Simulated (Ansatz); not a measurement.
# Response to strain in PtS2

The reference is PtS$_{2}$ in the CdI2 type structure (space group P-3m1, No. 164; a = 3.5836 Å, c = 4.6568 Å; layered, stacked along the Cartesian z axis).

Strains are applied to the cell and any free atomic positions relax.

The values are results of Kohn–Sham DFT with the PBE-D3(BJ) functional, run in Ansatz (a program for electronic structure) with PAW and 420 eV plane waves, without spin-orbit coupling, not measurements.

Notes on the quantities. pressure: mean of the normal stresses, compression positive.

```tsv
isotropic strain (%)	pressure (GPa)
-3	9.4
-2.5	7.5
-2	5.8
-1.5	?
-1	2.7
-0.5	1.3
0	0.0
1.5	-3.4
2.5	-5.3
```

### Question
Fit P = P₀ − Bδ + Cδ² with δ = (1 + ε)³ − 1 to the rows shown and predict the withheld row.

### Answer
Least squares on the printed values gives P₀ = 0.0 GPa, B = 86.2 GPa (at held cell shape), C = 240 GPa (largest residual 0.1 GPa); this predicts 4.3 GPa, and the run gives 4.2 GPa, in agreement.

Stability against distortions was not tested. All final runs are without spin polarisation.
